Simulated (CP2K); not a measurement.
Band structure of Mg₃GaO₄ (Pm-3m, 8 atoms in the cell).

```yaml
crystal:
  lattice:
    - [4.36349, 0.00000, 0.00000]
    - [0.00000, 4.36349, 0.00000]
    - [0.00000, 0.00000, 4.36349]
  atoms:
    - { symbol: Mg, position: [0.00000, 0.50000, 0.50000] }
    - { symbol: Mg, position: [0.50000, 0.00000, 0.50000] }
    - { symbol: Mg, position: [0.50000, 0.50000, 0.00000] }
    - { symbol: Ga, position: [0.00000, 0.00000, 0.00000] }
    - { symbol: O, position: [0.50000, 0.00000, 0.00000] }
    - { symbol: O, position: [0.00000, 0.50000, 0.00000] }
    - { symbol: O, position: [0.00000, 0.00000, 0.50000] }
    - { symbol: O, position: [0.50000, 0.50000, 0.50000] }
```

Method of the run: PBEsol, GPW, DZVP-MOLOPT-SR-GTH basis, GTH-PBE potentials (GTH_POTENTIALS) (CP2K).

Settings: CUTOFF = 1000 Ry; REL_CUTOFF = 50 Ry; SMEAR/METHOD = FERMI_DIRAC; ELECTRONIC_TEMPERATURE = 580.23 K; KPOINTS/SCHEME = MONKHORST-PACK 8 8 8; GAMMA_CENTERED = T; XC_FUNCTIONAL = PBE:PBESOL; Mg/BASIS_SET = DZVP-MOLOPT-SR-GTH-q10; Mg/POTENTIAL = GTH-PBE-q10; Ga/BASIS_SET = DZVP-MOLOPT-SR-GTH-q13; Ga/POTENTIAL = GTH-PBE-q13; O/BASIS_SET = DZVP-MOLOPT-SR-GTH-q6; O/POTENTIAL = GTH-PBE-q6; METHOD = GPW.

The starting cell comes from a database of computed structures (which also holds hypothetical and non-ambient phases and stackings), without a prior relaxation at this level. Values carry the incompleteness of an atom-centred basis. The potentials were made for another functional than the one used.

Levels in eV from the Fermi level, bands 30 to 35:
| point | 30 | 31 | 32 | 33 | 34 | 35 |
|---|---|---|---|---|---|---|
| Γ | -5.72 | -4.47 | -4.47 | -4.47 | -3.75 | 0.78 |
| X | -5.34 | -5.34 | -5.02 | -5.02 | -0.19 | 2.35 |
| M | -4.92 | -4.87 | -4.87 | -4.59 | 1.66 | 2.93 |
| R | -4.77 | -4.77 | -4.57 | -4.57 | 1.52 | 1.52 |

Bands cross the Fermi level along this path, so the cell is metallic at this level.

Higher empty bands are left out: an atom-centred basis made for the valence describes them poorly.
